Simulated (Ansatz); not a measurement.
Start from InAgTe₂ in the chalcopyrite structure (space group I-42d, No. 122).

```
CELL_PARAMETERS angstrom
     -3.28433     3.28433     6.49971
      3.28433    -3.28433     6.49971
      3.28433     3.28433    -6.49971
ATOMIC_POSITIONS crystal
  In 0.50000 0.50000 0.00000
  In 0.25000 0.75000 0.50000
  Te 0.37500 0.36941 0.49441
  Te 0.63059 0.12500 0.00559
  Te 0.87500 0.88059 0.50559
  Te 0.11941 0.62500 0.99441
  Ag 0.00000 0.00000 0.00000
  Ag 0.75000 0.25000 0.50000
```

Cartesian axes are those of the cell as printed.

All numbers come from PBE (Ansatz, a program for electronic structure), no SOC.

For the base:

- Shortest interatomic distance = 281.3 pm
- Pressure = 0.0 GPa

The change: tensile biaxial strain of 3.00 % in the plane normal to [001], as in epitaxy on a mismatched substrate; the out-of-plane cell vector and the atoms relax.

What happens to the shortest interatomic distance?

The shortest interatomic distance rises by 3.0 pm (281.3 pm → 284.3 pm).

What does the calculation give for the energy relative to the base after the change?

The energy grows by 6.9 meV/atom.

Predict the new pressure.

The pressure (mean of the normal stresses, compression positive) goes from zero to -0.7 GPa.

No phonon test of stability was made. All final runs are without spin polarisation. Gaps under 0.05 eV, about the width of the smearing, are given as zero.
